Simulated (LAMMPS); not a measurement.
Surface tension of liquid Zr over temperature.

Computed with classical MD, pair style eam/fs, file Zr_mm.eam.fs; code LAMMPS.

```tsv
T (K)	surface tension	excess energy
2130	1.20 ± 0.02 N/m	1.5 J/m²
2450	1.14 ± 0.02 N/m	1.5 J/m²
2870	1.14 ± 0.02 N/m	1.5 J/m²
```

Uncertainties are statistical and leave out the potential's own error.
